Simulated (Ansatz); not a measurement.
Functionals compared on a constructed model of the (111) surface of fcc Cu, a pseudomorphic layer of Mo in the host's stacking (bottom of the slab: a bare face, its two planes held), in Ansatz (plane waves, PAW). The structure was relaxed with PBE; the other rows are single points on it. Cutoff 420 eV (500 eV for r2SCAN).

Set-up: 7 atoms, 13.1 Å thick at the start with caps and adatoms (thin: gaps and levels are the slab's own); mesh 17x17x1; 0.1 eV smearing; dipole correction on; 2 atoms held, the rest relaxed; start symmetry kept, larger cells not searched; no spin, no spin-orbit, no U. In PBE it lies 0.01 eV a 1x1 cell over the lowest computed structure of the same composition (a pseudomorphic layer of Mo in the other hollow). These notes are the PBE run's.

```json
[
 {"functional": "PBE", "work function of the top face (eV)": "5.56", "rough cost of the single point": "–"},
 {"functional": "RPBE", "work function of the top face (eV)": "5.43", "rough cost of the single point": "roughly 24 core-seconds"},
 {"functional": "r2SCAN", "work function of the top face (eV)": "(withheld)", "rough cost of the single point": "roughly 60 core-seconds"}
]
```

Question: What belongs in the gaps?

Answer: 
- r2SCAN, work function of the top face (eV): 5.71

Ansatz is a program for electronic structure.
